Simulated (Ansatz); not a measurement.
BeTe: band gap against strain

BeTe (zinc blende, F-43m, 22.627 Å³/atom at rest) under an equal strain ε in the (111) plane with the normal axis free, as in a coherent film. r2SCAN in Ansatz, a plane-wave DFT program (PAW, default set), 500 eV, 10×10×10 Γ-centred mesh, Fermi-Dirac smearing 0.05 eV; ions are relaxed within the symmetry of each cell. Gaps are the smallest over the k-mesh and a band path, without spin-orbit coupling; in all rows the valence edge lies at Γ and the conduction edge at about 1.1 Å⁻¹ from Γ.

Here s stands for strain and Eg for gap.

| strain (%) | gap (eV) |
|---|---|
| 0.00 | 2.37 |
| 0.42 | 2.36 |
| 0.83 | 2.35 |
| 1.25 | 2.33 |
| 2.50 | ? |

Taking a straight line for Eg over the 4 complete rows: Means: s 0.62500, Eg 2.353. About the means, the sum of products is -0.027050 and the sum of squares of s is 0.86530; the slope is their ratio. Least squares gives Eg = 2.372 - 0.0313·s. Residuals (row less fit): -0.002, 0.001, 0.004, -0.003; standard error 0.004 (degrees of freedom: 2). Over these rows the gap moves by -3.1 ± 0.4 eV per unit strain.

### Question
What does the fit predict for Eg at s = 2.50, and how far is the calculated value from it?

### Answer
Eg = 2.372 - 0.0313 × 2.50 = 2.294 eV. The calculation gives 2.29 eV, which the fit meets to the printed digits. The row lies outside the fitted rows, so this is an extrapolation. The fitted rows scatter only by rounding.

Spin-orbit coupling is left out, which can shift this property for BeTe. Rows are the converged runs of the series near zero and its far end; series whose fitted rows scatter by over a few per cent of the range, as at a crossing or softening among them, aren't shown in this form. Most that stay on the fit to the last digits aren't either.
